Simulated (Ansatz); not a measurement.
Base system: GaN in the zinc blende structure (space group F-43m, No. 216; a = 4.455 Å).

Method: Ansatz (a program for electronic structure), LDA, PAW, cutoff 420 eV, no spin-orbit coupling.

Before the change:

The valley order is Γ 1.96 eV; X along ⟨100⟩ 3.27 eV.

It is then changed as follows: cell and atoms relaxed at a pressure of 15 GPa.

### Question
How does this affect the mean gap deformation potential ΔEg/Δln V?

### Answer
The mean gap deformation potential ΔEg/Δln V amounts to -6.5 eV.

### Question
What does the calculation give for the valley order after the change?

### Answer
The valley order (the lowest conduction-band minima on the path, energy above the VBM, named in the base's zone) becomes Γ 2.37 eV; X along ⟨100⟩ 3.29 eV (base: Γ 1.96 eV; X along ⟨100⟩ 3.27 eV).

Load acts through the strain it causes; cell and atoms are relaxed under it. Stability against distortions was not tested. Tetrahedral semiconductors of this kind turn to denser phases somewhere between about 1 and 50 GPa; those were not computed, so compressed cells here can lie past the real transition. This is not the structure that GaN has at room temperature and ambient pressure.
